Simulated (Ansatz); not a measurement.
Density of states of MgLu2Ge2 (P4/mbm) near the Fermi level, Ansatz (a quantum-chemistry and plane-wave program) with PBEsol, rigid bands.

(E − E_F (eV), states/eV/cell): (-1.92, 6.81); (-1.82, 6.52); (-1.72, 6.25); (-1.62, 5.74); (-1.52, 5.21); (-1.42, 4.68); (-1.32, 4.80); (-1.22, 5.54); (-1.12, 5.80); (-1.02, 5.95); (-0.92, 6.01); (-0.82, 5.51); (-0.72, 6.00); (-0.62, 6.79); (-0.52, 4.93); (-0.42, 3.79); (-0.32, 3.54); (-0.22, 2.74); (-0.12, 2.73); (-0.02, 2.80); (0.08, 2.70); (0.18, 2.73); (0.28, 2.70); (0.38, 2.65); (0.48, 2.75); (0.58, 3.02); (0.68, 3.17); (0.78, 3.45); (0.88, 4.30); (0.98, 4.93); (1.08, 6.03); (1.18, 5.22); (1.28, 6.14); (1.38, 6.92); (1.48, 6.96); (1.58, 6.83); (1.68, 5.27); (1.78, 6.81); (1.88, 12.9)

**Question.** With 10 atoms a cell, what bare Sommerfeld coefficient γ = (π²/3) k_B² N(E_F) follows?

**Answer.** N(E_F) ≈ 2.8 states/eV a cell at 300 K, so γ ≈ 0.65 mJ/(mol of atoms·K²), before electron-phonon enhancement.

**Question.** How far does the Fermi level move in a rigid band for 0.1 electron a cell added or removed?

**Answer.** 36 meV and -36 meV.

A metal at this level (no band gap); rigid bands, thermally averaged at 300 K, both spins. Spin-orbit coupling is left out, which matters with elements this heavy. Geometry: cell and atoms relaxed with PBEsol.

Computed structure, not matched to a measured one here, so possibly hypothetical: MgLu2Ge2 (P4/mbm).
